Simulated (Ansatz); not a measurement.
System: Se (model structure, started from the diamond type, Fd-3m, No. 227, 2 atoms in the cell). Method: r²SCAN (plane waves, PAW; Ansatz, a first-principles code).

From the output:

```
WARN output.stress: scf.convergence.dr2_threshold = 1e-7 eV (the SCF's general default) is looser than the 2e-10 eV advised for a printed stress (1e-10 eV for …
Relaxation: its limit of steps is 80 (relax.max_steps)
Crystal: 2 atoms, lattice volume = 60.943 Å³
Basis set: ecut = 560 eV, 1837 PW (Γ), exchange–correlation on 108×108×108 points (27 copies of the dense FFT grid, shifted against one another)
Bands: 20, of which v1, the nominal top of the filled ones, is band 16 counted from 1 (15 counted from 0)
Symmetry: 48 space group operations
Space group: Fd-3m (ITA 227), of the structure as read, at distance tolerance 3.9e-5 Å
k-points: 195 of 5832
Functional: x = r2scan, c = r2scan; τ floored in thin density (d = 2e-4 eV/Å³)
SCF iter   1: F=—  HF=-10954.915341 eV  |F-HF|=—  |Δ(HF+E_count)|=         —  Δρ=1.40e-3  dr2=6.62e-4  dr2_τ=1.37e-3
SCF iter   2: F=—  HF=-10954.916711 eV  |F-HF|=—  |Δ(HF+E_count)|=   1.37e-3  Δρ=6.76e-4  dr2=2.32e-4  dr2_τ=1.24e-5
  ...
SCF 1 converged in 6 iterations: F = -10954.915525 eV  dr2 = 3.11e-10
relax step   1: F+E_penalty+E_count = -10954.91552461 eV  Δ(F+E_penalty+E_count) = +0.000e0 eV  max|allowed force component| = 2.082e-17 eV/Å  Δτ_max = 0.0000 Å  (6 SCF iters, accepted)
Crystal: 2 atoms, lattice volume = 60.943 Å³
Initial density: handed on by an earlier stage of this run
SCF iter   1: F=—  HF=-10954.915525 eV  |F-HF|=—  |Δ(HF+E_count)|=         —  Δρ=5.88e-7  dr2=3.10e-10  dr2_τ=7.53e-12
SCF iter   2: F=-10954.915525 eV  HF=-10954.915525 eV  |F-HF|=2.18e-11  |Δ(HF+E_count)|=  3.69e-10  Δρ=2.04e-7  dr2=2.37e-11  dr2_τ=1.87e-12
SCF 2 converged in 2 iterations: F = -10954.915525 eV  dr2 = 2.37e-11
SCF converged after 2 iterations
Free energy (F): -10954.915525 eV
Internal energy: -10954.900422 eV  (E = F + TS)
E sigma→0 (E₀):  -10954.907973 eV
Fermi energy:    5.949137 eV
--- Forces (eV/Å), atoms counted from 1 ---
  atom   1  Se     0.00000000    -0.00000000     0.00000000
  atom   2  Se     0.00000000    -0.00000000     0.00000000
--- Stress (GPa, compression-positive) ---
        0.886792      -0.000000       0.000000
       -0.000000       0.886792      -0.000000
        0.000000      -0.000000       0.886792
  P = ⅓ Tr σ = 0.8868 GPa (8.868 kbar)
```

**Question.** Write an input file that could have produced this run (the log leaves some choices open).

**Answer.** Several could match; the one computed here: 
Ansatz 0.2 input:
```yaml
crystal:
  lattice:
    - [0.0, 3.1234330957, 3.1234330957]
    - [3.1234330957, 0.0, 3.1234330957]
    - [3.1234330957, 3.1234330957, 0.0]
  atoms:
    - { symbol: Se, position: [0.25, 0.25, 0.25] }
    - { symbol: Se, position: [0.0, 0.0, 0.0] }
basis:
  ecutwfc: 560
  ecutrho_ratio: 4
  xc_grid: 3
kpoints:
  mp_grid: { grid: [18, 18, 18] }
hamiltonian:
  xc: r2scan
  dispersion: none
  pseudopotentials: { kind: paw }
scf:
  occupations: { method: fermi_dirac, width: 0.05 }
output:
  forces: true
  stress: true
  eigenvalues: true
relax:
  f_tol: 0.004
  escape_saddle: false
  max_steps: 80
```

The cell is one volume of an energy–volume scan, off the minimum.

The PAW data were made under PBE.

Note: the relaxation could raise the start's symmetry but not lower it, so the cell can be a saddle point.

A model structure was made by putting elements into a prototype or built by hand; it is no filed structure, need not be a known phase, and can be a saddle point held by its symmetry.
